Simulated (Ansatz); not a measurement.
## BaZrO3, response to strain

Start from BaZrO3 in the cubic perovskite structure (space group Pm-3m, No. 221; a = 4.1806 Å). Axes: x, y, z lie along the cube axes.

Strains are applied to the cell and any free atomic positions relax.

Level of theory: PBEsol in Ansatz (plane waves to 420 eV, PAW, without spin-orbit coupling).

Notes on the quantities. band gap: an upper bound: an edge found on the path is not a true extremum; the base alone; pressure: mean of the normal stresses, compression positive; energy relative to the base: free energy F.

| case | band gap | volume per atom | pressure | energy relative to the base |
|---|---|---|---|---|
| base | 3.17 eV | 14.61 Å³ | -0.01 GPa | 0 meV/atom |
| uniaxial strain ε_zz = −3.00 % | 3.12 eV | 14.18 Å³ | 5.58 GPa | +15 meV/atom |
| uniaxial strain ε_zz = −2.40 % | 3.13 eV | 14.26 Å³ | (withheld) | (withheld) |
| uniaxial strain ε_zz = −1.80 % | 3.14 eV | 14.35 Å³ | 3.17 GPa | +5.0 meV/atom |
| uniaxial strain ε_zz = −1.20 % | 3.15 eV | 14.44 Å³ | 2.06 GPa | +2.2 meV/atom |
| uniaxial strain ε_zz = −0.60 % | 3.16 eV | 14.53 Å³ | 1.00 GPa | +0.5 meV/atom |

**Question.** Some entries are withheld; estimate them.

**Answer.** 
- uniaxial strain ε_zz = −2.40 %, pressure: 4.34 GPa
- uniaxial strain ε_zz = −2.40 %, energy relative to the base: +9.2 meV/atom

Stability against distortions was not tested.

Ansatz is a first-principles code.
